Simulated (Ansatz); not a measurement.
Base system: Pb in the fcc (Cu type) structure (space group Fm-3m, No. 225; a = 4.934 Å; relaxed with 0.1 eV smearing). Axes: x, y, z lie along the cube axes.

Calculations: Ansatz (a quantum-chemistry and plane-wave program) PBEsol, no spin-orbit coupling.

Strains are applied to the cell and any free atomic positions relax.

One change was made to it. Results:

| quantity | base | after |
|---|---|---|
| band gap | zero | zero |
| shortest interatomic distance | 3.489 Å | 3.459 Å |
| energy relative to the base (free energy F) | 0 meV/atom | +0.6 meV/atom |

### Question
Which change produced these results?
A. tensor shear ε_xy = +2.00 %
B. tensor shear ε_xy = +0.86 %
C. tensor shear ε_xy = +0.57 %
D. tensor shear ε_xy = +1.71 %

### Answer
B, tensor shear ε_xy = +0.86 %. For comparison, the shortest interatomic distance in the other runs: tensor shear ε_xy = +1.71 % gives 3.429 Å; tensor shear ε_xy = +2.00 % gives 3.419 Å; tensor shear ε_xy = +0.57 % gives 3.469 Å.

No phonon test of stability was made.
